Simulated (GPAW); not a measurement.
Band structure of KSr3 (Fm-3m, 4 atoms in the cell).

```
KSr3
1.0
    0.00000     4.97170     4.97170
    4.97170     0.00000     4.97170
    4.97170     4.97170     0.00000
K Sr
1 3
Direct
  0.00000   0.00000   0.00000
  0.25000   0.25000   0.25000
  0.75000   0.75000   0.75000
  0.50000   0.50000   0.50000
```

Method: LDA (Perdew-Wang 92), GPAW PAW datasets LDA (gpaw-data 1.0.1) (plane waves; GPAW 25.7.0).

Settings: mode = pw; ecut = 550 eV; xc = LDA; kpts = 5 5 5; mesh shift (steps) = 0 0 0; occupations.name = fermi-dirac; occupations.width = 0.05 eV; nbands = -8; convergence.forces = 0.001 eV/Å; symmetry.symmorphic = false; symmetry.tolerance = 0.0005; maxiter = 150; bandpath_npoints = 40.

The starting cell comes from a database of computed structures (which also holds hypothetical and non-ambient phases and stackings), without a prior relaxation at this level. Its lattice was rescaled by a random factor within 2.5 % of one.

Levels in eV from the Fermi level, bands 17 to 23:
| point | 17 | 18 | 19 | 20 | 21 | 22 | 23 |
|---|---|---|---|---|---|---|---|
| Γ | -3.27 | 0.25 | 0.25 | 0.44 | 0.44 | 0.44 | 0.60 |
| X | -1.66 | -1.48 | -0.81 | -0.52 | 0.30 | 0.30 | 1.17 |
| W | -1.37 | -1.32 | -1.32 | -0.79 | 0.74 | 0.74 | 0.88 |
| K | -1.55 | -1.47 | -1.15 | -0.41 | 0.28 | 0.79 | 0.92 |
| L | -2.11 | -1.76 | 0.31 | 0.31 | 0.39 | 0.44 | 0.44 |
| U | -1.55 | -1.47 | -1.15 | -0.41 | 0.28 | 0.79 | 0.92 |

Bands cross the Fermi level along this path, so the cell is metallic at this level.
